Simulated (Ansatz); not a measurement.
The starting structures come from a database of crystals and need not be the phases stable at ambient conditions.

Crystal: Li₂PdF₆ (P4_2/mnm, not sure to be the ambient phase, 18 atoms a cell, 10.5 Å³ an atom); planes in its conventional cell.

Method: r2SCAN (plane waves, PAW; Ansatz, a program for electronic structure).

No gap correction and no spin-orbit coupling; mid-gap values are interpolated between computed energies.

| plane | area of the cell (Å²) | mid-gap κ (1/Å) | largest κ in the gap (1/Å) |
|---|---|---|---|
| (110) | 58.3 | 0.35 | 0.38 |
| (001) | 21.1 | (withheld) | (withheld) |

Task: The slowest decay depends on the direction. Supply the withheld values.

Result: 
- (001), mid-gap κ (1/Å): 0.56
- (001), largest κ in the gap (1/Å): 0.56
